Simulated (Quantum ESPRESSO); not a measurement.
**Sensitivity of a calculation on RbSmS2 (R-3m, 4 atoms in the cell) to its settings**

```xyz
4
Lattice="2.0715 -1.1960 7.6267 0.0000 2.3920 7.6267 -2.0715 -1.1960 7.6267" Properties=species:S:1:pos:R:3 pbc="T T T"
Sm     0.0000     0.0000    11.4400
S      0.0000     0.0000     5.3104
S      0.0000     0.0000    17.5696
Rb     0.0000     0.0000     0.0000
```
Moments meant for the start (each program seeds them in its own way; μB, in the order of the atoms Sm S S Rb): 5.0 0.0 0.0 0.0.

Base run A: LDA (PZ), SSSP 1.1.2 efficiency (PBE) pseudopotentials (Quantum ESPRESSO), self-consistent single point.

Its settings: ecutwfc = 60 Ry; ecutrho = 480 Ry; occupations = smearing; smearing = fd; degauss = 0.0073499 Ry; nspin = 2; input_dft = pz; potentials = {Sm: Sm.GGA-PBE-paw-v1.0.UPF, S: s_pbe_v1.4.uspp.F.UPF, Rb: Rb_ONCV_PBE-1.0.oncvpsp.upf}; K_POINTS = automatic 4 4 4 0 0 0; conv_thr = 1e-10 Ry; mixing_beta = 0.3.

The starting cell comes from a database of published, mostly measured structures (it also holds non-ambient and calculated ones), without a prior relaxation at this level. With one magnetic atom in the cell only a parallel order is possible. With U or open f shells several self-consistent states can exist. The f electrons are in the valence without U or exact exchange, which can misplace them near the Fermi level. Spin-orbit terms, which matter for f shells, are left out. Without a gap this mesh is coarse (it stands for a supercell whose shortest vector is 17 Å).

ΔF is the free energy per atom less that of run A. 

Run A gave: pressure (GPa) -2.57; largest force (eV/Å) 0.212; size of the net moment (μB/atom) 1.25.

Runs:
- B: degauss, conv_thr = 0.000146997 Ry, 1e-10 Ry
- C: degauss, conv_thr = 0.0073499 Ry, 7.3e-08 Ry
- D: degauss, conv_thr = 0.002205 Ry, 1e-10 Ry

What does run D change against A?

The free energy rises by 36.1 meV/atom, the pressure goes from -2.57 to -2.71 GPa, the largest force goes from 0.212 to 0.257 eV/Å and the size of the net moment stays at 1.25 μB/atom.

What does run B change against A?

The free energy rises by 40.9 meV/atom, the pressure goes from -2.57 to -2.74 GPa, the largest force goes from 0.212 to 0.272 eV/Å and the size of the net moment stays at 1.25 μB/atom.

```csv
run,ΔF (meV/atom),pressure (GPa),largest force (eV/Å),size of the net moment (μB/atom)
A,0.00,-2.57,0.212,1.25
B,40.9,-2.74,0.272,1.25
C,0.00,-2.59,0.212,1.25
D,36.1,-2.71,0.257,1.25
```
